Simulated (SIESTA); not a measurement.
**Worked example: self-consistent single point of LiAg3 (Pm-3m, 4 atoms in the cell) in SIESTA**

Level of theory: GGA PBEsol, numerical atomic orbitals DZP, PseudoDojo PBEsol standard norm-conserving potentials (rewritten from UPF to PSML) (SIESTA).

The input file:

```
# files in the folder: Li.psml Ag.psml (PseudoDojo PBEsol standard)
SystemName  LiAg3
SystemLabel LiAg3

NumberOfAtoms                4
NumberOfSpecies              2
%block ChemicalSpeciesLabel
  1 3 Li
  2 47 Ag
%endblock ChemicalSpeciesLabel
LatticeConstant              1.0 Bohr
%block LatticeVectors
     7.622019461    0.000000000    0.000000000
     0.000000000    7.622019461    0.000000000
     0.000000000    0.000000000    7.622019461
%endblock LatticeVectors
AtomicCoordinatesFormat      Ang
%block AtomicCoordinatesAndAtomicSpecies
     0.000000000    0.000000000    0.000000000  1
     0.000000000    2.016699500    2.016699500  2
     2.016699500    0.000000000    2.016699500  2
     2.016699500    2.016699500    0.000000000  2
%endblock AtomicCoordinatesAndAtomicSpecies

XC.functional                GGA
XC.authors                   PBEsol
PAO.BasisSize                DZP
PAO.EnergyShift              0.005 Ry
PAO.Polarization.NonPerturbative true
MeshCutoff                   400 Ry
%block kgrid.MonkhorstPack
    8   0   0  0.0
    0   8   0  0.0
    0   0   8  0.0
%endblock kgrid.MonkhorstPack
OccupationFunction           FD
ElectronicTemperature        580.23 K

MaxSCFIterations             150
SCF.Mixer.Method             Pulay
SCF.Mixer.Weight             0.25
SCF.Mixer.History            8
SCF.DM.Tolerance             1.0E-05
Diag.ParallelOverK           true
WriteForces                  true
```

Log, with long lists cut:

```
reinit: Reading from file input.fdf

reinit: System Name: LiAg3
reinit: System Label: LiAg3

coor:   Atomic-coordinates input format  =     Cartesian coordinates
coor:                                          (in Angstroms)

siesta: Atomic coordinates (Bohr) and species
siesta:      0.00000   0.00000   0.00000  1        1
siesta:      0.00000   3.81101   3.81101  2        2
siesta:      3.81101   0.00000   3.81101  2        3
siesta:      3.81101   3.81101   0.00000  2        4

siesta: System type = bulk

initatomlists: Number of atoms, orbitals, and projectors:      4    63    62

siesta: ******************** Simulation parameters ****************************
redata: Spin configuration                          = none
redata: Time-Reversal Symmetry                      = T
redata: Number of Atomic Species                    =        2
redata: Mesh Cutoff                                 =   400.0000 Ry
redata: Net charge of the system                    =     0.0000 |e|
redata: Min. number of SCF Iter                     =        0
redata: Max. number of SCF Iter                     =      150
redata: SCF convergence failure will abort job
redata: SCF mix quantity                            = Hamiltonian
redata: Mix DM or H after convergence               =   F
redata: Recompute H after scf cycle                 =   F
redata: Mix DM in first SCF step                    =   T
redata: No kicks to SCF
redata: DM Mixing Weight for Kicks                  =     0.5000
redata: Require Harris convergence for SCF          =   F
redata: Harris energy tolerance for SCF             =     0.000100 eV
redata: Require DM convergence for SCF              =   T
redata: DM tolerance for SCF                        =     0.000010
redata: Require EDM convergence for SCF             =   F
redata: EDM tolerance for SCF                       =     0.001000 eV
redata: Require H convergence for SCF               =   T
redata: Hamiltonian tolerance for SCF               =     0.001000 eV
redata: Require (free) Energy convergence for SCF   =   F
redata: (free) Energy tolerance for SCF             =     0.000100 eV
redata: Using DFT-D3 dispersion                     =   F
redata: Using Saved Data (generic)                  =   F
redata: Method of Calculation                       = Diagonalization
redata: Electronic Temperature                      =   580.2300 K
redata: Number of TDED substeps                     =        3
redata: Dynamics option                             = Single-point calculation
redata: Save all siesta data in one NC              =   F
redata: ***********************************************************************

%block SCF.Mixers
  Pulay
%endblock SCF.Mixers

%block SCF.Mixer.Pulay
  # Mixing method
  method pulay
  variant stable

  # Mixing options
  weight 0.2500
  weight.linear 0.2500
  history 8
%endblock SCF.Mixer.Pulay

DM_history_depth set to one: no extrapolation allowed by default for geometry relaxation
Size of DM history Fstack: 1
Total number of electrons:    60.000000
Total ionic charge:    60.000000

* ProcessorY, Blocksize:    1  64

* Orbital distribution balance (max,min):    63    63

k-point displ. along   1 input, could be:     0.00    0.50
k-point displ. along   2 input, could be:     0.00    0.50
k-point displ. along   3 input, could be:     0.00    0.50
 Kpoints in:          320 . Kpoints trimmed:          296

siesta: k-grid: Number of k-points = 296
siesta: k-points from Monkhorst-Pack grid
siesta: k-cutoff (effective) =    16.134 Ang
siesta: k-point supercell and displacements
siesta: k-grid:     8     0     0      0.000
siesta: k-grid:     0     8     0      0.000
siesta: k-grid:     0     0     8      0.000

diag: Algorithm                                     = D&C
diag: Parallel over k                               =   F
diag: Use parallel 2D distribution                  =   F
diag: Parallel block-size                           = 64
diag: Parallel distribution                         =     1 x     1
diag: Used triangular part                          = Lower
diag: Absolute tolerance                            =  0.100E-15
diag: Orthogonalization factor                      =  0.100E-05
diag: Memory factor                                 =  1.0000

superc: Internal auxiliary supercell:     5 x     5 x     5  =     125
superc: Number of atoms, orbitals, and projectors:    500   7875   7750

                        Single-point calculation

superc: Internal auxiliary supercell:     5 x     5 x     5  =     125
superc: Number of atoms, orbitals, and projectors:    500   7875   7750

outcell: Unit cell vectors (Ang):
        4.033399    0.000000    0.000000
        0.000000    4.033399    0.000000
        0.000000    0.000000    4.033399

outcell: Cell vector modules (Ang)   :    4.033399    4.033399    4.033399
outcell: Cell angles (23,13,12) (deg):     90.0000     90.0000     90.0000
outcell: Cell volume (Ang**3)        :     65.6166
new_DM -- step:     1
Initializing Density Matrix...

Attempting to read DM from file... Failed...
DM filled with atomic data:

InitMesh: MESH = 50 x 50 x 50 = 125000
InitMesh: Mesh cutoff (required, used) =   400.000   424.717 Ry

stepf: Fermi-Dirac step function

        iscf     Eharris(eV)        E_KS(eV)     FreeEng(eV)     dDmax    Ef(eV) dHmax(eV)
   scf:    1   -12770.633095   -12821.843910   -12821.851249  1.233794 -2.700440 14.628290
   scf:    2   -12846.072812   -12837.518663   -12837.527478  1.063131 -3.851361  3.014618
   scf:    3   -12838.421850   -12838.121674   -12838.130421  0.141412 -4.094075  0.409284
   scf:    4   -12838.078559   -12838.114889   -12838.123764  0.046616 -4.198703  0.454135
   scf:    5   -12838.135923   -12838.130369   -12838.139219  0.021115 -4.192891  0.006893
   scf:    6   -12838.130002   -12838.130228   -12838.139054  0.002403 -4.190502  0.048891
   scf:    7   -12838.130420   -12838.130385   -12838.139223  0.002491 -4.193269  0.003020
   scf:    8   -12838.130384   -12838.130385   -12838.139223  0.000157 -4.193251  0.000354
mix: Pulay -- inversion failed, > SVD [rank/size] 4 / 7
   scf:    9   -12838.130385   -12838.130385   -12838.139223  0.000010 -4.193241  0.000165

SCF Convergence by DM+H criterion
max |DM_out - DM_in|         :     0.0000099376
max |H_out - H_in|      (eV) :     0.0001651710
SCF cycle converged after 9 iterations

Using DM_out to compute the final energy and forces

siesta: E_KS(eV) =           -12838.1304

siesta: E_KS - E_eggbox =    -12838.1304

siesta: Atomic forces (eV/Ang):
     1    0.000000    0.000000    0.000000
     2    0.000000    0.000000    0.000000
     3    0.000000    0.000000    0.000000
     4    0.000000    0.000000    0.000000
   Tot    0.000000    0.000000    0.000000
   Max    0.000000
   Res    0.000000    sqrt( Sum f_i^2 / 3N )
   Max    0.000000    constrained

Stress tensor Voigt[x,y,z,yz,xz,xy] (kbar):       25.24       25.24       25.24       -0.00       -0.00       -0.00
(Free)E + p*V (eV/cell)   -12839.1728
Target enthalpy (eV/cell)   -12838.1392

siesta: Program's energy decomposition (eV):
siesta: Ebs     =     -2040.784361
siesta: Eions   =     16739.350935
siesta: Ena     =      1568.430503
siesta: Ekin    =      4450.199447
siesta: Enl     =      -291.298850
siesta: Eso     =         0.000000
siesta: Edftu   =         0.000000
siesta: DEna    =        92.013535
siesta: DUscf   =         3.072842
siesta: DUext   =         0.000000
siesta: Ex      =     -1805.507529
siesta: Ec      =      -115.689399
siesta: Exc     =     -1921.196928
siesta: Eharris =    -12838.130385
siesta: Etot    =    -12838.130385
siesta: FreeEng =    -12838.139223

siesta: Stress tensor (static) (eV/Ang**3):
siesta:     0.015751   -0.000000   -0.000000
siesta:    -0.000000    0.015751   -0.000000
siesta:    -0.000000   -0.000000    0.015751

siesta: Cell volume =         65.616575 Ang**3

siesta: Pressure (static):
siesta:                Solid            Molecule  Units
siesta:          -0.00017155         -0.00017155  Ry/Bohr**3
siesta:          -0.01575101         -0.01575101  eV/Ang**3
siesta:         -25.23590242        -25.23590288  kBar
```

The run converged in 9 iterations.

The starting cell comes from a database of computed structures (which also holds hypothetical and non-ambient phases and stackings), without a prior relaxation at this level. Its lattice was rescaled by a random factor within 2.5 % of one. Values carry the incompleteness of an atom-centred basis.

Cost on one core of a shared machine: roughly 50 s.
